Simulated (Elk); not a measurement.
Input and output of a self-consistent single point for Sr (Fm-3m, 1 atom in the cell) (Elk).

Method of the run: PBE, spin-orbit coupling in second variation, all-electron FP-LAPW, Elk's shipped species files, APW+lo basis with extra local orbitals in Elk 10.2.4.

```xyz
1
Lattice="0.0000 2.9759 2.9759 2.9759 0.0000 2.9759 2.9759 2.9759 0.0000" Properties=species:S:1:pos:R:3 pbc="T T T"
Sr     0.0000     0.0000     0.0000
```

Reference input (self-consistent single point, DFT, PBE, all-electron FP-LAPW, Elk's shipped species files, APW+lo basis with extra local orbitals): xctype = 20; rgkmax = 8; stype = 3; swidth = 0.00367493 Ha; ngridk = 8 8 8; gmaxvr = 16 1/bohr; nxlo = 2; lorbcnd = true; lmaxi = 2. This run's input differs from it in these lines:

```diff
@@ -5,2 +5,5 @@
   20
+
+spinorb
+  .true.
 
@@ -20,2 +23,5 @@
   2
+
+nempty
+  10
```

Log, with long lists cut:

```
│ Self-consistent loop started │
│ Loop number : 1 │
 total energy                :     -3182.01507183
 total moment                :  -0.1895202967E-23  0.7590159085E-24 -0.7621402237E-24
│ Loop number : 2 │
 total energy                :     -3181.99670659
 total moment                :   0.7249128599E-24  0.3109387348E-24 -0.8430315026E-24
RMS change in Kohn-Sham potential (target) :   0.7802412223E-01 (  0.1000000000E-05)
Absolute change in total energy (target)   :   0.1836524002E-01 (  0.1000000000E-03)
│ Loop number : 3 │
 total energy                :     -3181.03272349
   [... lines left out ...]
 total energy                :     -3179.91934988
 total moment                :   0.2687824161E-24 -0.1337893370E-23 -0.9856176315E-24
RMS change in Kohn-Sham potential (target) :   0.1398878679E-06 (  0.1000000000E-05)
Absolute change in total energy (target)   :   0.1551270370E-03 (  0.1000000000E-03)
│ Loop number : 13 │
 total energy                :     -3179.91934492
 total moment                :   0.8027610675E-24  0.5060746305E-24  0.7750023421E-24
RMS change in Kohn-Sham potential (target) :   0.3212939814E-07 (  0.1000000000E-05)
Absolute change in total energy (target)   :   0.4374989840E-04 (  0.1000000000E-03)
Convergence targets achieved

│ Loop number : 14 │

Energies :
 Fermi                       :     0.137245368079
 xc effective B-field        :    -0.382793505708E-12
 external B-field            :      0.00000000000
 total energy                :     -3179.91934491
 (external B-field energy excluded from total)

Density of states at Fermi energy :    28.63268032
 (states/Hartree/unit cell)

Estimated indirect band gap :   0.5961505308E-02
 from k-point     20 to k-point     29
Estimated direct band gap   :   0.1282776348E-01
 at k-point     20

Charges :
 core                        :    28.00000000
 valence                     :    10.00000000
 interstitial                :    2.085885684
 muffin-tins (core leakage)
  species :    1 (Sr)
   atom    1                 :    35.91411432     (  0.2884039842E-04)
   [... lines left out ...]

Moments :
 interstitial                :   0.1520229652E-25 -0.3422778342E-24 -0.1249046509E-24
 muffin-tins
  species :    1 (Sr)
   atom    1                 :   0.5925420358E-24 -0.8502930742E-24 -0.4490190446E-25
 total in muffin-tins        :   0.5925420358E-24 -0.8502930742E-24 -0.4490190446E-25
 total moment                :   0.6077443323E-24 -0.1192570908E-23 -0.1698065553E-24

│ Self-consistent loop stopped │
```

The run converged in 14 iterations. The count includes the last loop, which Elk runs after its targets are met. 

The starting cell has typed, rounded lattice constants, without a prior relaxation at this level. Its lattice was rescaled by a random factor within 2.5 % of one. Values depend on the basis (sphere radii, cutoffs, local orbitals), which need not be converged. The log's line on a gap gives a spacing of levels on this mesh, which the program prints for metals too.
